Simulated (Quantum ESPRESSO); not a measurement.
Band structure of a (101) slab of Mg7Zn (cut from a parent of space group no. 187; 16 atoms in the cell).

```xyz
16
Lattice="6.3190 0.0000 0.0000 3.1595 7.3872 0.0000 0.0000 0.0000 16.7152" Properties=species:S:1:pos:R:3 pbc="T T T"
Mg     4.2935     1.8183     6.2325
Mg     9.0350     7.1755     8.0619
Mg     5.8709     7.1755     8.0619
Mg     5.8302     6.8796     5.0000
Mg     9.0757     6.8796     5.0000
Mg     7.4530     4.7974     6.8764
Mg     4.2935     4.8343     6.8432
Mg     4.2935     5.1515     9.8858
Mg     5.8755     3.1216    11.7152
Mg     2.7114     3.1216    11.7152
Mg     2.6707     2.8257     8.6533
Mg     5.9163     2.8257     8.6533
Mg     4.2935     0.7435    10.5297
Mg     1.1340     0.7803    10.4965
Zn     1.1340     1.8163     6.2343
Zn     7.4530     5.1496     9.8876
```

Level of theory: PBEsol, PseudoDojo standard norm-conserving (PBESOL) pseudopotentials (plane waves; Quantum ESPRESSO).

Settings: ecutwfc = 85 Ry; occupations = smearing; smearing = cold; degauss = 0.0073499 Ry; potentials = {Mg: Mg.upf, Zn: Zn.upf}; K_POINTS = automatic 1 1 1 0 0 0; conv_thr = 1e-10 Ry; mixing_beta = 0.3.

The starting cell comes from a database of computed structures (which also holds hypothetical and non-ambient phases and stackings), without a prior relaxation at this level. The slab is cut from that crystal, and its faces are unrelaxed. Its lattice was rescaled in the plane by a random factor within 2.5 % of one. The two faces of this cut differ, and no dipole correction was used.

Levels in eV from the Fermi level, bands 85 to 92:
```csv
point,85,86,87,88,89,90,91,92
Γ,-1.29,-1.04,-0.44,-0.40,-0.17,-0.03,0.01,0.71
X,-1.18,-0.67,0.01,0.21,0.32,0.40,0.81,0.93
A1,-1.18,-0.67,0.01,0.21,0.32,0.40,0.81,0.93
Y,-0.30,-0.26,-0.09,0.00,0.15,0.26,0.38,0.58
```
